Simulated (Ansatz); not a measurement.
A (3,1) carbon nanotube, relaxed period 15.335 Å, atoms relaxed at each strain.

```csv
strain,energy (meV a period),axial force (nN)
-0.015,+271.0,-3.77
+0.015,+260.5,+3.59
```

Level of theory: PBE (plane waves to 420 eV, PAW; Ansatz, a program for electronic structure). Mesh 1×1×6. No spin polarisation. It repeats along c; a and b span vacuum. An idealised model, rolled from the flat sheet. Only distortions within the start's symmetry and period were free. Buckling under compression is shut out by symmetry and the short period. Energies are free energies at a Fermi–Dirac width of 0.05 eV, from the unstrained cell.

Mean diameter 3.05 Å.

**Question.** Work out the axial stiffness dF/dε in two ways, and what it means for a modulus.

**Answer.** From the forces: (+3.59 − (-3.77))/0.030 = 245 nN. From the energies: (E₊ + E₋)/(ε² c) = 0.5315 eV/(0.015² × 15.335 Å) = 154.0 eV/Å = 247 nN. The two agree to within 1 %. Spread over the circumference π × 3.05 Å, the force value is a sheet stiffness of 256 N/m.
